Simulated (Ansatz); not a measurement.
Consider this model of amorphous Zr3Hf3Nb3Ta3Mo3W3O45.

```
HfMoNbTaWZrO15
1.0
    9.58311     0.00000     0.00000
    0.00000     9.58311     0.00000
    0.00000     0.00000     9.58311
Zr Hf Nb Ta Mo W O
3 3 3 3 3 3 45
Direct
  0.51633   0.19386   0.17809
  0.61918   0.89504   0.63313
  0.99238   0.90792   0.52155
  0.13904   0.82994   0.15935
  0.90921   0.41186   0.90238
  0.50273   0.64831   0.30645
  0.18434   0.22348   0.12291
  0.76768   0.37410   0.28247
  0.75825   0.93887   0.26410
  0.55948   0.23283   0.81365
  0.96590   0.29764   0.57563
  0.46382   0.71291   0.92258
  0.37705   0.96316   0.39316
  0.78259   0.56686   0.55811
  0.27401   0.46683   0.71239
  0.25043   0.95581   0.84858
  0.84033   0.81462   0.91023
  0.13929   0.53175   0.34333
  0.14131   0.33106   0.27987
  0.28651   0.79427   0.98085
  0.15542   0.38852   0.56751
  0.55551   0.13888   0.98766
  0.95038   0.46088   0.39842
  0.33290   0.52623   0.35174
  0.04353   0.28243   0.01040
  0.42076   0.54186   0.85719
  0.97996   0.90546   0.28534
  0.90449   0.49786   0.68930
  0.95084   0.24964   0.75964
  0.33249   0.81317   0.25807
  0.63273   0.81417   0.86161
  0.20812   0.94675   0.46406
  0.56088   0.99924   0.26574
  0.78844   0.93521   0.05532
  0.49800   0.79901   0.46217
  0.47128   0.03624   0.53565
  0.67144   0.54213   0.39433
  0.57466   0.38798   0.22508
  0.87792   0.71277   0.50641
  0.99216   0.11833   0.50479
  0.85682   0.87813   0.73000
  0.39957   0.86204   0.76367
  0.11906   0.93511   0.71946
  0.34612   0.29935   0.06482
  0.32442   0.12036   0.82270
  0.69939   0.76501   0.26205
  0.11172   0.61366   0.17469
  0.51442   0.66123   0.09986
  0.76814   0.94859   0.47579
  0.11658   0.68794   0.44150
  0.33027   0.11688   0.27607
  0.18576   0.02008   0.04813
  0.01954   0.82274   0.97550
  0.84522   0.42950   0.11867
  0.13717   0.48016   0.83676
  0.64935   0.65498   0.64887
  0.42620   0.33628   0.69782
  0.83631   0.62820   0.92258
  0.70477   0.35278   0.85645
  0.75243   0.18118   0.25238
  0.77224   0.33951   0.51858
  0.64361   0.08943   0.72003
  0.29677   0.62283   0.63306
```

Methods: PBE, scalar-relativistic without spin-orbit coupling (Ansatz, a program for electronic structure); r2SCAN, scalar-relativistic without spin-orbit coupling (Ansatz); HSE06, scalar-relativistic without spin-orbit coupling (Ansatz). Neutral PBE cell, which sets geometry, pressure and energy: sampling: a 2×2×2 Γ-centred mesh; Fermi-Dirac width 0.02 eV; no spin polarisation. Exact exchange is cut at the faces of this 10 Å cell, which leaves hybrid gaps a finite-size error.

Preparation: random packing, a CHGNet melt and quench, and a DFT relaxation. O atoms were pushed apart under 1.9 Å during the dynamics, to hinder bonds among them. The hot cell started wider than the set density and was brought back towards it in steps. It is the lowest in DFT energy of 2 quenches. It is a model cell: composition and starting density were chosen by hand, and all elements were melted together. No dispersion term was used. Its density started from a set value of 6.29 and ended at 6.02 g/cm³. The quench (nominally 240 K/ps over its main leg) was far faster than any real one, so the model tends to hold more defects than a real film. One small periodic cell is one sample of the glass; other quenches scatter about these values. The volume was free in the relaxation, at fixed shape.

**Question.** Give the pressure and the spacing of the highest filled and lowest empty levels.

**Answer.** 
```yaml
Pressure on a 2×2×2 Γ-centred mesh: 0.02 GPa
Largest force and stress component on that mesh (the relaxation ran on the zone centre alone): 0.12 eV/Å and 0.8 GPa
Gap between localised states on a 2×2×2 Γ-centred mesh (PBE): 2.74 eV
Gap between localised states at the zone centre (PBE): 2.79 eV
Gap between localised states at the zone centre (r2SCAN): 3.09 eV
Gap between localised states at the zone centre (HSE06): 4.13 eV
Distance between the nearest levels spread over more than a fifth of the atoms or a third of the atoms of their main element (six at least) (PBE, zone centre): 2.90 eV
```

**Question.** At PBE and the zone centre, how localised are the states just below and above the Fermi level (participation number: the atoms over which a state spreads)?

**Answer.** The highest filled state is spread over 10.7 atoms' worth, largest on O25, with weights by element (charge in smoothed Voronoi cells) O 0.96, Nb 0.02, Ta 0.01. The lowest empty state is spread over 4.6 atoms' worth, largest on Mo13, with weights by element (charge in smoothed Voronoi cells) Mo 0.47, O 0.39, Zr 0.05.

At PBE the levels at both edges of the gap are localised (band-tail or defect states).

Bonds are counted up to Zr-Zr 3.41 Å, Zr-Hf 3.38 Å, Zr-Nb 3.27 Å, Zr-Ta 3.27 Å, Zr-Mo 3.22 Å, Zr-W 3.22 Å, Zr-O 2.65 Å, Hf-Hf 3.34 Å, Hf-Nb 3.23 Å, Hf-Ta 3.23 Å, Hf-Mo 3.19 Å, Hf-W 3.19 Å, Hf-O 2.65 Å, Nb-Nb 3.12 Å, Nb-Ta 3.12 Å, Nb-Mo 3.08 Å, Nb-W 3.08 Å, Nb-O 2.53 Å, Ta-Ta 3.12 Å, Ta-Mo 3.08 Å, Ta-W 3.08 Å, Ta-O 2.60 Å, Mo-Mo 3.04 Å, Mo-W 3.04 Å, Mo-O 2.42 Å, W-W 3.04 Å, W-O 2.51 Å, O-O 1.58 Å. Two cations that share two anions don't count as bonded, nor two that share one unless they lie closer than Zr-Zr 3.32 Å, Zr-Hf 3.28 Å, Zr-Nb 3.18 Å, Zr-Ta 3.18 Å, Zr-Mo 3.14 Å, Zr-W 3.14 Å, Hf-Hf 3.25 Å, Hf-Nb 3.15 Å, Hf-Ta 3.15 Å, Hf-Mo 3.10 Å, Hf-W 3.10 Å, Nb-Nb 3.04 Å, Nb-Ta 3.04 Å, Nb-Mo 3.00 Å, Nb-W 3.00 Å, Ta-Ta 3.04 Å, Ta-Mo 3.00 Å, Ta-W 3.00 Å, Mo-Mo 2.95 Å, Mo-W 2.95 Å, W-W 2.95 Å.

A PBE run started with 1 μB on atoms that lack a bond or may hold spare charge lost its moments; other starts weren't tried.
